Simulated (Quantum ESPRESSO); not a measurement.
A working Quantum ESPRESSO input for CF4 (C2/c, 10 atoms in the cell) (DFT, PBEsol, plane waves, GBRV 1.5 ultrasoft (PBESOL) pseudopotentials):

```fortran
&control
 calculation = 'scf'
 outdir = './tmp/'
 pseudo_dir = './'
 tprnfor = .true.
 tstress = .true.
/
&system
 ibrav = 0
 nat = 10
 ntyp = 2
 ecutwfc = 40
 ecutrho = 200
 occupations = 'smearing'
 smearing = 'fd'
 degauss = 0.0099958
/
&electrons
 conv_thr = 1.0e-11
 mixing_beta = 0.4
/
ATOMIC_SPECIES
F     18.9984  f_pbesol_v1.4.uspp.F.UPF
C     12.0110  c_pbesol_v1.2.uspp.F.UPF
ATOMIC_POSITIONS crystal
F     0.2130000000    0.7090000000    0.6060000000
F     0.2910000000    0.7870000000    0.8940000000
F     0.7870000000    0.2910000000    0.3940000000
F     0.7090000000    0.2130000000    0.1060000000
C     0.9280000000    0.0720000000    0.2500000000
C     0.0720000000    0.9280000000    0.7500000000
F     0.2470000000    0.0370000000    0.2860000000
F     0.9630000000    0.7530000000    0.2140000000
F     0.7530000000    0.9630000000    0.7140000000
F     0.0370000000    0.2470000000    0.7860000000
K_POINTS automatic
6 6 3  0 0 0
CELL_PARAMETERS angstrom
   4.2175000000    -2.1600000000     0.0000000000
   4.2175000000     2.1600000000     0.0000000000
  -4.1055960000     0.0000000000     7.2915470000
```

The run converged in 13 iterations: free energy E − TS -5594.3860 eV; top of the valence band (on the code's own zero) -3.10 eV; gap on the k-point mesh 9.40 eV; pressure 1.62 GPa; largest force (vector length) 0.403 eV/Å. Each of these slips is then made, one at a time:

(1)
```diff
- degauss = 0.0099958
+ deguass = 0.0099958
```

(2)
```diff
+ tot_charge = 1
```

**Question.** What happens in each case?

**Answer.** 
(1) A keyword that the program does not know. The program stopped before any SCF iteration.
```
Error in routine  read_namelists (1):
bad line in namelist &system: " deguass = 0.0099958" (error could be in the previous line)
```

(2) An unintended net charge. The run converged in 14 iterations without an error; against the sound input the pressure goes from 1.62 to -7.62 GPa, the largest force goes from 0.403 to 0.367 eV/Å and no clean gap remains on the mesh (levels overlap or are partly filled), against 9.40 eV before.

The starting cell comes from a database of published, mostly measured structures (it also holds non-ambient and calculated ones), without a prior relaxation at this level.

Left out of this page: 3 runs of the series outside the window shown, repeating another row's setting, or not comparable.
